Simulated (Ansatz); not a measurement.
System: CaZrN2 (model structure, started from the MgZrN2 type, I4₁/amd, No. 141, 8 atoms in the cell). Method: r²SCAN (Ansatz, a quantum-chemistry and plane-wave program, plane waves, PAW).

Run with plane-wave cutoff 560 eV, 16×16×16 k mesh, Fermi–Dirac smearing 0.05 eV, scalar-relativistic PAW data made under PBE.

Cell (relaxed with PBEsol):

```
CELL_PARAMETERS angstrom
     -2.32655     2.32655     4.75054
      2.32655    -2.32655     4.75054
      2.32655     2.32655    -4.75054
ATOMIC_POSITIONS crystal
  Ca 0.50000 0.50000 0.00000
  Ca 0.25000 0.75000 0.50000
  Zr 0.75000 0.25000 0.50000
  Zr 0.00000 0.00000 0.00000
  N  0.51867 0.01867 0.50000
  N  0.76867 0.76867 0.00000
  N  0.23133 0.23133 0.00000
  N  0.98133 0.48133 0.50000
```

**Question.** Give the computed band gap.

**Answer.** 
- band gap = 0.36 eV (on the SCF k mesh)

Note: the relaxation could raise the start's symmetry but not lower it, so the cell can be a saddle point; cell and atoms aren't relaxed at this level (largest force component 0.03 eV/Å, pressure 4.2 GPa).

Spin–orbit coupling is not included.

Computed values are for the static lattice.

Cost on a shared machine: about 5 core-minutes (a rough figure).

A model structure was made by putting elements into a prototype or built by hand; it is no filed structure, need not be a known phase, and can be a saddle point held by its symmetry.
